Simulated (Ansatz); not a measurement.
Coverage and cell size: C on the 1x1 (110) surface of bcc Ta, one adsorbate a cell, in each cell the lowest of the starts that converged. Energies against an atom of graphite, without dispersion, zero-point or thermal terms; small cells hold the layer to their symmetry. A negative adsorption energy means that the adsorbate is more stable on the surface than in its reference.

All values below come from PBE (plane waves to 420 eV, PAW; Ansatz, a first-principles code).

```json
[
 {"area an adsorbate, end state": "8 Å², bonded to 4 Ta", "atoms": "5", "E_ads (eV)": "…", "height (Å)": "1.06", "Δ work function (eV)": "1.26", "rough cost": "roughly 60 core-seconds"},
 {"area an adsorbate, end state": "16 Å², bonded to 5 Ta", "atoms": "9", "E_ads (eV)": "-0.85", "height (Å)": "0.22", "Δ work function (eV)": "-0.24", "rough cost": "very roughly 7 core-minutes"},
 {"area an adsorbate, end state": "31 Å², bonded to 5 Ta", "atoms": "17", "E_ads (eV)": "-0.67", "height (Å)": "0.14", "Δ work function (eV)": "-0.22", "rough cost": "very roughly 11 core-minutes"}
]
```

Question: Fill in the missing entries.

Answer: 
- 8 Å², bonded to 4 Ta, E_ads (eV): 1.02
